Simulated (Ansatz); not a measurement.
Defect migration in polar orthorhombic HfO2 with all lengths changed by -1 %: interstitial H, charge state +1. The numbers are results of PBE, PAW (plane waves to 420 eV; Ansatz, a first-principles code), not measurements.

Settings: 96 host sites, the strained lattice (strain from the relaxed PBE one, atoms relaxed), the Γ point alone, smearing 0.01 eV, spin-restricted, no image-charge correction. Static, classical nuclei. Spin-orbit coupling is left out. The host's phase is taken as given; its stability against other phases was not computed. The charge state is imposed; whether it is stable for some Fermi level was not computed. Sites that were not tried may lie lower. The start lies 0.20 eV above the lowest site run (PBE).

Barriers: single points on a 2×2×2 k-point mesh shifted by half a step at the bands' geometries.

Relaxed starting cell (atoms counted from 1):

```xyz
97
Lattice="10.4819 0.0000 0.0000 0.0000 10.0368 0.0000 0.0000 0.0000 10.1004" Properties=species:S:1:pos:R:3 pbc="T T T"
Hf     2.7941     3.7022     1.3206
Hf     2.8014     3.6834     6.3497
Hf     2.7817     8.6988     1.2878
Hf     2.8212     8.6578     6.2735
Hf     8.0373     3.6675     1.2836
Hf     8.0378     3.6723     6.3432
Hf     8.0173     8.6978     1.3079
Hf     8.0284     8.6886     6.3327
Hf     5.0793     3.6738     3.8265
Hf     5.0928     3.6951     8.8778
Hf     5.0806     8.6871     3.7993
Hf     5.0492     8.6928     8.8613
Hf    10.3086     3.6724     3.7991
Hf    10.3097     3.6715     8.8637
Hf    10.3111     8.6933     3.8156
Hf    10.1981     8.5625     8.9120
Hf     2.4606     1.3413     3.8164
Hf     2.5389     1.4461     8.9272
Hf     2.4523     6.3621     3.8011
Hf     2.4382     6.3667     8.8603
Hf     7.6901     1.3423     3.8129
Hf     7.6894     1.3345     8.8680
Hf     7.6962     6.3554     3.8148
Hf     7.6517     6.3353     8.8582
Hf     0.1753     1.3310     1.2924
Hf     0.1648     1.3726     6.2731
Hf     0.1715     6.3435     1.3103
Hf     0.1764     6.3533     6.3261
Hf     5.4251     1.3415     1.3039
Hf     5.4201     1.3399     6.3429
Hf     5.4094     6.3643     1.2916
Hf     5.4196     6.3661     6.3250
O      4.5589     4.6619     0.6123
O      4.5636     4.6420     5.6714
O      4.5403     9.6909     0.5854
O      4.5621     9.6592     5.6494
O      9.8052     4.6388     0.6060
O      9.8045     4.6396     5.6584
O      9.7869     9.6557     0.5998
O      9.7977     9.6688     5.6614
O      3.3093     4.6469     3.1448
O      3.2941     4.6433     8.2031
O      3.3076     9.6617     3.1373
O      3.2259     9.6964     8.1570
O      8.5525     4.6503     3.1235
O      8.5328     4.6182     8.1966
O      8.5451     9.6656     3.1356
O      8.5553     9.6522     8.1884
O      0.6857     0.3686     3.1363
O      0.7182     0.2795     8.1846
O      0.6929     5.3810     3.1337
O      0.6789     5.3886     8.1764
O      5.9347     0.3613     3.1261
O      5.9091     0.3647     8.1876
O      5.9255     5.3882     3.1403
O      5.9097     5.3939     8.1687
O      1.9429     0.3810     0.6047
O      1.9232     0.3530     5.6643
O      1.9410     5.3936     0.6126
O      1.9467     5.3929     5.6646
O      7.1769     0.3649     0.6091
O      7.1795     0.3674     5.6617
O      7.1666     5.3746     0.5996
O      7.1848     5.3823     5.6633
O      1.3901     2.7129     2.5536
O      1.4029     2.6683     7.6087
O      1.3883     7.7366     2.5527
O      1.3542     7.7757     7.6004
O      6.6364     2.7199     2.5600
O      6.6481     2.7102     7.6095
O      6.6304     7.7300     2.5548
O      6.6110     7.7432     7.6017
O      1.2414     2.7214     0.0272
O      1.2396     2.7306     5.0709
O      1.2072     7.7239     0.0337
O      1.2490     7.7292     5.0678
O      6.4786     2.7110     0.0325
O      6.4806     2.7144     5.0851
O      6.4512     7.7386     0.0227
O      6.4848     7.7384     5.0736
O      3.8763     2.3353     0.0649
O      3.8520     2.2912     5.1022
O      3.8332     7.3318     0.0178
O      3.8790     7.2941     5.0529
O      9.1011     2.2879     0.0246
O      9.1027     2.2966     5.0722
O      9.0584     7.2874     0.0461
O      9.1047     7.3161     5.0828
O      4.0171     2.2966     2.5728
O      4.0420     2.3185     7.6309
O      4.0074     7.3221     2.5407
O      3.9863     7.3279     7.5859
O      9.2504     2.2924     2.5516
O      9.2853     2.2609     7.6063
O      9.2517     7.3182     2.5594
O      9.2049     7.2579     7.6045
H      1.4961     9.7271     7.9764
```
Cell charge +1.

End state 1 differs by these moves (Å; atoms that move under 0.08 Å are left out):

```
atom  element     Δx     Δy     Δz
----  -------  -----  -----  -----
3          Hf   0.13  -0.14   0.05
16         Hf   0.09   0.09  -0.11
18         Hf  -0.08  -0.07  -0.13
25         Hf  -0.09   0.11   0.06
39          O   0.10   0.04  -0.02
44          O   0.09  -0.03   0.03
57          O  -0.03  -0.10   0.00
75          O   0.07   0.05  -0.01
81          O  -0.05  -0.08  -0.03
83          O   0.07  -0.08   0.01
87          O   0.06   0.04  -0.04
97          H  -0.36   0.00   2.53
```

### Question
Give the forward and backward barriers to end state 1 at the level PBE, PAW.

### Answer
forward 0.68 eV, backward 0.68 eV; at the saddle point atom 97 has neighbours Hf at 2.07, Hf at 2.15; O at 1.01, O at 1.75, O at 2.18 Å. The saddle point's order was not checked.
